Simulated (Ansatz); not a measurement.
Defect: Cl vacancy in rock-salt NaCl, charge state +1. The step: one Cl atom jumps into the vacancy from a nearby Cl site; the atom moves 3.83 Å along (0.00, 0.48, 0.48) of the unit cell; the moving atom starts with neighbours 2 Na at 2.80, 2 Na at 2.86, 2 Na at 2.92 Å and ends with 2 Na at 2.80, 2 Na at 2.86, 2 Na at 2.92 Å. A PBE band in Ansatz (plane-wave PAW, the Γ point alone, 64 host sites, 17 SCF runs with any check of the saddle's order, static, no finite-size correction) gives a forward barrier of 0.72 eV. The saddle point's order was not checked, and it lies on a symmetry element of the cell, where a band can be held. The charge state is imposed; whether it is stable for some Fermi level was not computed. Forms of the defect that were not tried may lie lower.

Single points at the band's start and saddle point can refine it. Rough cost of one point, in units of the band's mean SCF on the same machine:

```
Level                                             Cost of one point
------------------------------------------------  -----------------
PBE, a 2×2×2 k-point mesh shifted by half a step            about 7
r2SCAN at 500 eV, the Γ point alone                         about 3
```

Which of these move the barrier by more than 0.1 eV, and how far does each move it?

Not one does. PBE, a 2×2×2 k-point mesh shifted by half a step: +0.01 eV; r2SCAN at 500 eV, the Γ point alone: +0.04 eV. Each functional is compared with PBE at the same k-points.

Ansatz is a first-principles code.
